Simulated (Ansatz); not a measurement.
Reference: Hf (P6_3/mmc), PBEsol with spin-orbit coupling, rigid bands (plane waves, PAW; Ansatz, a first-principles code); geometry: cell and atoms relaxed with PBEsol.

```cif
data_Hf2
_chemical_formula_sum 'Hf2'
_space_group_name_H-M_alt 'P 1'
_space_group_IT_number 1
_cell_length_a 3.15753
_cell_length_b 3.15753
_cell_length_c 5.00535
_cell_angle_alpha 90.000
_cell_angle_beta 90.000
_cell_angle_gamma 120.000
loop_
_space_group_symop_operation_xyz
  'x, y, z'
loop_
_atom_site_label
_atom_site_type_symbol
_atom_site_fract_x
_atom_site_fract_y
_atom_site_fract_z
_atom_site_occupancy
Hf1 Hf 0.33333 0.66667 0.25000 1
Hf2 Hf 0.66667 0.33333 0.75000 1
```

| Quantity | Result |
|---|---|
| density of states at the Fermi level per atom | 0.74 states/eV |
| Drude plasma energy | 4.1 eV |
| root-mean-square Fermi velocity | 4.3 ×10⁵ m/s |

Question: Swap Hf for Zr, keeping the structure type. How do these values move?

Answer: Zr (P6_3/mmc): volume per atom 21.6 to 22.5 Å³; density of states at the Fermi level per atom rises (0.74 states/eV to 0.98 states/eV); Drude plasma energy stays about the same (4.1 eV to 4.1 eV); root-mean-square Fermi velocity stays about the same (4.3 ×10⁵ m/s to 3.9 ×10⁵ m/s).

Question: Swap Hf for Cd, keeping the structure type. How do these values move?

Answer: Cd (P6_3/mmc): volume per atom 21.6 to 21.2 Å³; density of states at the Fermi level per atom falls (0.74 states/eV to 0.23 states/eV); Drude plasma energy rises (4.1 eV to 8.0 eV); root-mean-square Fermi velocity rises (4.3 ×10⁵ m/s to 15.2 ×10⁵ m/s).

Question: Replace Hf by Ru on the same sites and relax. What happens?

Answer: Ru (P6_3/mmc): volume per atom 21.6 to 13.3 Å³; density of states at the Fermi level per atom stays about the same (0.74 states/eV to 0.78 states/eV); Drude plasma energy rises (4.1 eV to 8.8 eV); root-mean-square Fermi velocity rises (4.3 ×10⁵ m/s to 7.1 ×10⁵ m/s).

Moves up to 17 % count as about the same. Metals at this level; values at 300 K, both spins, means over directions. As a rough test of the mesh, the Fermi surface's area from every second k point differs by up to 11 %.
